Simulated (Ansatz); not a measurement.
MgO: pressure series

Take MgO in the rock salt structure (space group Fm-3m, No. 225; a = 4.2537 Å) as the base.

Cell and atoms are relaxed at each pressure.

Computed with PBE in Ansatz (plane waves to 420 eV, PAW, without spin-orbit coupling).

Candidates:
(a) pressure 30 GPa
(b) pressure 50 GPa
(c) pressure 15 GPa
(d) pressure 3 GPa
(e) pressure −1 GPa

Before the change:

The band gap is 4.46 eV.

Q: Order them by band gap, lowest first.

A: (e) pressure −1 GPa (4.40 eV), (d) pressure 3 GPa (4.64 eV), (c) pressure 15 GPa (5.30 eV), (a) pressure 30 GPa (5.98 eV), (b) pressure 50 GPa (6.76 eV)

Load acts through the strain it causes; cell and atoms are relaxed under it. No phonon test of stability was made. Competing high-pressure phases were not computed.

Ansatz is a program for electronic structure.
